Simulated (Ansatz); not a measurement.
The cell is built on a prototype and need not be the phase stable at ambient conditions.

Tunnelling through a barrier is set by its complex band structure: the current falls as exp(−2κd) with the smallest κ.

Consider the following.

```
CELL_PARAMETERS angstrom
      6.49647     0.00000     0.00000
      0.00000     5.26812     0.00000
      0.00000     0.00000     5.44899
ATOMIC_POSITIONS crystal
  Te 0.75000 0.71467 0.08415
  Te 0.25000 0.21467 0.91585
  Te 0.25000 0.71467 0.58415
  Te 0.75000 0.21467 0.41585
  O  0.92204 0.88611 0.32948
  O  0.07796 0.38611 0.67052
  O  0.07796 0.88611 0.82948
  O  0.92204 0.38611 0.17052
  O  0.57796 0.04322 0.17051
  O  0.42204 0.54322 0.82949
  O  0.42204 0.04322 0.67051
  O  0.57796 0.54322 0.32949
```

Space group of this cell: Pbcn. The cell was relaxed by PBE-D3(BJ); by r2SCAN its mean pressure is -2.8 GPa.

Transport runs along the normal of the first two printed cell vectors.

The gap is the functional's own, uncorrected, and κ follows it; spin-orbit coupling is left out. Mid-gap values are interpolated between the computed energies.

Give the band gap and the smallest decay constant κ at mid-gap that Ansatz (a first-principles code) with r2SCAN yields.

Gap 2.72 eV on a 6×6×6 mesh; κ = 0.447 1/Å, at (0.333, 0.000) of the in-plane reciprocal vectors. At the zone centre, at the nearest computed energy, the slowest state has κ = 0.47 1/Å.
